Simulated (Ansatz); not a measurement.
Structures of equal composition on the (100) surface of rock-salt TiN: W on all Ti sites of the second plane; W on all Ti sites of the top plane. The slabs share one bottom face, and each structure is named by its start. These are constructed structures in small cells; real faces may alloy, dewet or reconstruct in larger ones, and not all known structures of the face are among them. Slabs of about 13 Å, Fermi-Dirac smearing of 0.1 eV. Bottom of the slabs: a bare face, its two planes held. Relaxed from the named starts with such symmetry as they have, on meshes of like density; energies extrapolated to zero smearing; spin only where a row says so; no spin-orbit coupling, no U. Brackets mark spin-polarised runs, whose order is one that fits the cell.

Calculation: PBE (plane waves to 420 eV, PAW; Ansatz, a first-principles code).

Q: Order them by energy per 1x1 cell (lowest first) at the level PBE.

A: W on all Ti sites of the top plane (0.000 eV), W on all Ti sites of the second plane (0.253 eV)
